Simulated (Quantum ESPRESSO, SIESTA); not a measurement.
A Quantum ESPRESSO input for a self-consistent single point of LaCuSeO (P4/nmm, 8 atoms in the cell) (DFT, PBEsol, plane waves, GBRV 1.5 ultrasoft (PBESOL) pseudopotentials):

```fortran
&control
   calculation = 'scf'
   prefix = 'scf'
   outdir = './work'
   pseudo_dir = './'
   tprnfor = .true.
   tstress = .true.
/
&system
   ibrav = 0
   nat = 8
   ntyp = 4
   ecutwfc = 50
   ecutrho = 400
   occupations = 'fixed'
   nbnd = 46
/
&electrons
   conv_thr = 1e-10
/
ATOMIC_SPECIES
La   138.9055  la_pbesol_v1.uspp.F.UPF
Cu    63.5460  cu_pbesol_v1.2.uspp.F.UPF
Se    78.9710  se_pbesol_v1.uspp.F.UPF
O     15.9990  o_pbesol_v1.2.uspp.F.UPF
ATOMIC_POSITIONS crystal
La    0.0000000000    0.5000000000    0.8599800000
La    0.5000000000    0.0000000000    0.1400200000
Cu    0.5000000000    0.5000000000    0.5000000000
Cu    0.0000000000    0.0000000000    0.5000000000
Se    0.0000000000    0.5000000000    0.3307900000
Se    0.5000000000    0.0000000000    0.6692100000
O     0.5000000000    0.5000000000    0.0000000000
O     0.0000000000    0.0000000000    0.0000000000
K_POINTS automatic
5 5 3  0 0 0
CELL_PARAMETERS angstrom
   3.9881200000     0.0000000000     0.0000000000
   0.0000000000     3.9881200000     0.0000000000
   0.0000000000     0.0000000000     8.6480490000
```

Question: Translate this input to SIESTA.

Answer: One input that does it (others would too):

```
# files in the folder: La.psml Cu.psml Se.psml O.psml (PseudoDojo PBEsol standard)
SystemName  LaCuSeO
SystemLabel siesta

NumberOfAtoms                8
NumberOfSpecies              4
%block ChemicalSpeciesLabel
  1 57 La
  2 29 Cu
  3 34 Se
  4 8 O
%endblock ChemicalSpeciesLabel
LatticeConstant              1.0 Ang
%block LatticeVectors
     3.988120000    0.000000000    0.000000000
     0.000000000    3.988120000    0.000000000
     0.000000000    0.000000000    8.648049000
%endblock LatticeVectors
AtomicCoordinatesFormat      Ang
%block AtomicCoordinatesAndAtomicSpecies
     0.000000000    1.994060000    7.437149179  1
     1.994060000    0.000000000    1.210899821  1
     1.994060000    1.994060000    4.324024500  2
     0.000000000    0.000000000    4.324024500  2
     0.000000000    1.994060000    2.860688129  3
     1.994060000    0.000000000    5.787360871  3
     1.994060000    1.994060000    0.000000000  4
     0.000000000    0.000000000    0.000000000  4
%endblock AtomicCoordinatesAndAtomicSpecies

XC.functional                GGA
XC.authors                   PBEsol
PAO.BasisSize                TZP
PAO.EnergyShift              0.005 Ry
MeshCutoff                   300 Ry
%block kgrid.MonkhorstPack
    5   0   0  0.0
    0   5   0  0.0
    0   0   3  0.0
%endblock kgrid.MonkhorstPack
OccupationFunction           FD
ElectronicTemperature        10 K

MaxSCFIterations             150
SCF.Mixer.Method             Broyden
SCF.Mixer.Weight             0.1
SCF.Mixer.History            6
SCF.DM.Tolerance             1.0E-05
Diag.ParallelOverK           true
WriteForces                  true
Charge.Mulliken              end
```

Basis, cutoffs, solver keys and any potentials are the target program's own. This input uses DFT, GGA PBEsol, numerical atomic orbitals TZP, PseudoDojo PBEsol standard norm-conserving potentials (rewritten from UPF to PSML).

The starting cell comes from a database of computed structures (which also holds hypothetical and non-ambient phases and stackings), without a prior relaxation at this level. For this run, on top of that: lattice scaled by 0.98.
